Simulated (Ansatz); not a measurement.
Start from InP in the zinc blende structure (space group F-43m, No. 216; a = 5.827 Å). Axes: x, y, z lie along the cube axes.

All numbers come from LDA in Ansatz (plane waves to 420 eV, PAW, scalar-relativistic without spin-orbit coupling).

Before the change:

```
Quantity            Result
-------------  -----------
Band gap           0.58 eV
Gap character  direct at Γ
```

Perturbation: biaxial strain +0.42 %, plane normal [111], relaxed out of plane (Cartesian); in-plane vectors clamped, the third vector and the atoms free.

**Question.** Predict the new band gap, out-of-plane strain and gap character.

**Answer.** The band gap drops by 0.06 eV to 0.52 eV; the out-of-plane strain amounts to -0.26 %; the gap character is still direct at Γ.

Stability against distortions was not tested. Labels are those of the standard path for the cell's own space group.

Ansatz is a program for electronic structure.
